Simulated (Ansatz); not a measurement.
Amorphous Si₂₄O₃₆N₈, 68 atoms at 2.30 g/cm³, one PBE-relaxed geometry, zone centre. Methods: PBE, scalar-relativistic without spin-orbit coupling (Ansatz, a quantum-chemistry and plane-wave program); r2SCAN, scalar-relativistic without spin-orbit coupling (Ansatz); HSE06, scalar-relativistic without spin-orbit coupling (Ansatz). Plane waves to 420 eV (r2SCAN 500 eV); exact exchange is cut at the cell's faces. At PBE the levels at the filled edge of the gap are localised (band-tail or defect states), and the nearest spread-out levels lie 4.2 eV apart at the zone centre. The higher rungs were started with moments on some atoms, which died out.

It comes from a melt-quench run on a machine-learned potential (CHGNet), relaxed afterwards by DFT. O and N atoms were pushed apart under 1.9 Å during the dynamics, to hinder bonds among them. The hot cell started wider than the set density and was brought back towards it in steps. It is the lowest in DFT energy of 2 quenches. It is a model cell: composition and starting density were chosen by hand, and all elements were melted together. No dispersion term was used. A short ab initio anneal came between quench and relaxation. Its density started from a set value of 2.36 and ended at 2.30 g/cm³. The simulated quench (nominally 600 K/ps over its main leg) is rapid and tends to freeze in more defects than a deposited or slowly cooled glass has. Values belong to this one cell and scatter from quench to quench. Volume and shape were free in the relaxation.

The relaxation ran on the zone centre alone. At PBE the level gap is 3.29 eV on a 2×2×2 Γ-centred mesh, and the spacing at the zone centre alone 3.30 eV.

### Question
What zone-centre spacing does r2SCAN give, roughly?

### Answer
3.84 eV (+0.53 eV against PBE).

### Question
What zone-centre spacing does HSE06 give, roughly?

### Answer
4.75 eV (+1.45 eV against PBE).

The highest filled and the lowest empty state spread over these numbers of atoms (participation numbers): PBE: 2.1 and 52.9; r2SCAN: 2.1 and 53.8; HSE06: 2.0 and 54.3.
